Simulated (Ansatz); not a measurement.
The parent structure is WC (space group P-6m2, No. 187; a = 2.922 Å, c = 2.846 Å; relaxed with 0.1 eV smearing). Axes: x lies along a and z along c of the hexagonal cell.

(Cell as relaxed with PBE.)

Levels (all Ansatz, a quantum-chemistry and plane-wave program, PAW): PBE (420 eV, no SOC); PBEsol (420 eV, scalar-relativistic without spin-orbit coupling).

Each level relaxes its own structure.

```tsv
base	PBE	PBEsol
volume per atom	10.53 Å³	10.29 Å³
lattice parameter a	292.2 pm	289.9 pm
band gap	zero	zero
```

One thing is altered: biaxial strain −4.73 %, plane normal [001], relaxed out of plane (Cartesian); in-plane vectors clamped, the third vector and the atoms free.

| quantity | PBE | PBEsol |
|---|---|---|
| out-of-plane strain | +1.97 % | +2.05 % |
| mean in-plane stress (compression positive) | +50.0 GPa | +52.3 GPa |
| shortest interatomic distance | 216.6 pm | 215.0 pm |

PBE's out-of-plane strain lies 0.086 % below PBEsol's; PBE's in-plane stress lies 2.3 GPa below PBEsol's; PBE's shortest interatomic distance lies 1.53 pm above PBEsol's (0.7 %). Neither level is exact; PBEsol is the comparison here, not a measurement.

No phonon test of stability was made. All final runs are without spin polarisation.
